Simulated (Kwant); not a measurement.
Device: Aharonov-Bohm ring in a GaAs two-dimensional gas. Effective mass 0.067 mₑ, grid spacing 8.3 nm, hard walls, nominal width 100 nm (13 grid rows, so walls 116.2 nm apart), one parabolic valley, scattering region 580 nm long along x; energies count from the band bottom; Fermi energy 0.000919 eV. Ring of mean radius 140 nm, arms as wide as the leads. Perpendicular field swept from 0 to 0.2 T, none in the leads; orbital effect alone.

The device is made up for the run: typed textbook-type constants, with dimensions and the other settings drawn at random.

Kwant, effective-mass tight-binding model on a square grid, one spin, coherent transport at 0 K. Conductance is in e²/h.

Sweep values stay those of the base run.

The Fermi energy was swept, all else fixed.

```json
[
 {"Fermi energy (eV)": "0.00046", "G (e²/h) at B = 0.04944 T": "0.0012", "mean G (e²/h) over the sweep": "0.0015", "G (e²/h) at B = 0.1483 T": "0.0023", "G (e²/h) at B = 0.09888 T": "0.00023"},
 {"Fermi energy (eV)": "0.000919", "G (e²/h) at B = 0.04944 T": "0.011", "mean G (e²/h) over the sweep": "0.44", "G (e²/h) at B = 0.1483 T": "0.70", "G (e²/h) at B = 0.09888 T": "0.18"},
 {"Fermi energy (eV)": "0.0018", "G (e²/h) at B = 0.04944 T": "0.40", "mean G (e²/h) over the sweep": "0.46", "G (e²/h) at B = 0.1483 T": "0.36", "G (e²/h) at B = 0.09888 T": "0.19"}
]
```

From the first row to the last the G at B = 0.04944 T goes from 0.0012 to 0.40. From the first row to the last the mean G over the sweep goes from 0.0015 to 0.46.
